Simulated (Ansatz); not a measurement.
MnBr2 (R-3m, No. 166, 3 atoms in the cell; start mp-569843; a measured phase of this formula has another space group), treated with r²SCAN (PAW; Ansatz, a program for electronic structure).

Settings: plane-wave cutoff 500 eV, 12×12×12 k mesh, Fermi–Dirac smearing 0.05 eV, spin-polarised start, scalar-relativistic PAW data made under PBE.

Cell (relaxed at this level):

Space group R-3m, hexagonal axes (No. 166); a = b = 3.869 Å, c = 19.617 Å, α = β = 90.00°, γ = 120.00°

```json
[
 {"atom": "Mn", "site": "3a", "symmetry": "-3m", "x": "0.0000", "y": "0.0000", "z": "0.0000"},
 {"atom": "Br", "site": "6c", "symmetry": "3m", "x": "0.0000", "y": "0.0000", "z": "0.2565"}
]
```
(The calculation used a cell of 3 atoms; values per cell refer to that cell.)

Q: Predict the band gap.

A: 
- band gap: 2.59 eV (on the SCF k mesh)

Note: the magnetic order was assumed, not searched for or taken from measurement; the relaxation could not lower the start's symmetry, so the cell can be a saddle point above a distorted one; the cell has widely spaced layers and the level no dispersion term, so their spacing and the moduli can rest on weak binding.

Spin–orbit coupling is not included.

Computed values are for the static lattice.

Computing time: roughly 7 core-minutes.

A start named mp-… is a Materials Project structure, which need not be a measured phase.
